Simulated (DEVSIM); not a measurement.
Device: illuminated InP p-on-n cell, one wavelength, at 300 K.

Layer 1 from the left is InP, thickness (μm) 0.780, Na (cm⁻³) 6.6e17, τn (s) 1.6e-8, τp (s) 2e-9, absorption coefficient (cm⁻¹) 16000. Layer 2 from the left is InP, thickness (μm) 4.70, Nd (cm⁻³) 5.1e15, τn (s) 3e-8, τp (s) 3e-8, absorption coefficient (cm⁻¹) 16000.

Left contact: ohmic, minority electron recombination velocity 10 cm/s. Right contact: ohmic, minority hole recombination velocity 2e5 cm/s. Voltage is applied to the left contact. Recombination: SRH at mid-gap, radiative, Auger. Light enters at the left, 6.7e16 photons cm⁻² s⁻¹, one pass, no reflection. Mobility is constant in doping.

The device is made up for the run: typed textbook-type constants, with dimensions and the other settings drawn at random. Values at 300 K.

InP: gap (eV) 1.344, affinity (eV) 4.38, permittivity 12.5, Nc (cm⁻³) 5.7e17, Nv (cm⁻³) 1.1e19, μn (cm²/Vs) 5200, μp (cm²/Vs) 170, B (cm³/s) 1.2e-10, Cn (cm⁶/s) 9e-31, Cp (cm⁶/s) 9e-31.

Simulated with DEVSIM: 1D drift-diffusion, Boltzmann statistics, complete ionisation; no tunnelling, impact ionisation, image-force lowering or self-heating.

Dark forward current:

```tsv
|V| (V)	|J| (A/cm²)
0.05	1.963e-10
0.10	6.859e-10
0.15	1.994e-9
0.20	5.544e-9
0.25	1.522e-8
0.30	4.165e-8
0.35	1.142e-7
0.40	3.139e-7
0.45	8.677e-7
0.50	2.418e-6
0.55	6.828e-6
0.60	1.977e-5
0.65	5.998e-5
0.70	0.0001986
0.75	0.0007568
0.80	0.003443
0.85	0.01845
0.90	0.1102
0.95	0.6783
1.00	3.765
1.05	16.38
1.10	57.71
1.15	181.5
1.20	548.0
1.25	1640
1.30	4780
```

**Question.** Work out the local ideality factor n = ΔV / (kT/q · ln(J2/J1)) between the rows 0.15 and 0.20 V, 0.90 and 0.95 V, 1.25 and 1.30 V.

**Answer.** kT/q = 25.85 mV. From 0.15 to 0.20 V: ln(5.544e-9/1.994e-9) = 1.023, n = 1.89, near the 2 of recombination in the depletion region. From 0.90 to 0.95 V: ln(0.6783/0.1102) = 1.817, n = 1.06, near the 1 of diffusion or emission over a barrier. From 1.25 to 1.30 V: ln(4780/1640) = 1.070, n = 1.81.

**Question.** What current could the absorbed light give at most, and what share is collected?

**Answer.** Σ αd = 8.77, so qΦ(1 − exp(−Σ αd)) = 10.7 mA/cm². The simulated short-circuit current is 10.47 mA/cm², a share of 0.98.

**Question.** Estimate the open-circuit voltage by superposition: the voltage at which the dark current equals that short-circuit current.

**Answer.** Interpolating ln J in the table gives 0.833 V. The simulation gives 0.833 V, the same within the digits that matter. Superposition holds where collection doesn't change with voltage.

**Question.** Estimate the fill factor from FF0 = (v − ln(v + 0.72))/(v + 1), v = qVoc/(nkT), with n from the dark curve.

**Answer.** The rows about Voc, 0.80 and 0.85 V, give n = 1.15, so v = 28.0 and FF0 = 0.850. The simulation gives 0.832; the estimate lies 2.1 % above.
